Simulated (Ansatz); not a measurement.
Take Os in the hcp (Mg type) structure (space group P6_3/mmc, No. 194; a = 2.738 Å, c = 4.319 Å; relaxed with 0.1 eV smearing) as the base. Axes: x lies along a and z along c of the hexagonal cell.

Method: r2SCAN (Ansatz, an electronic-structure program), no spin-orbit coupling, earlier PAW set.

Before the change:

Pressure: 0.0 GPa
Shortest interatomic distance: 2.677 Å

Now apply this change: a pure shear with ε_xy = ε_yx = -0.0333, atoms relaxed at fixed cell.

Problem. Estimate the effect on the pressure, energy relative to the base and shortest interatomic distance.

Solution. The pressure (mean of the normal stresses, compression positive) goes from zero to 1.8 GPa; the energy grows by 53 meV/atom; the shortest interatomic distance decreases by 0.0172 Å, from 2.677 Å to 2.659 Å.

The cells carry an imposed strain or load. Whether these cells are dynamically stable was not tested. All final runs are without spin polarisation.
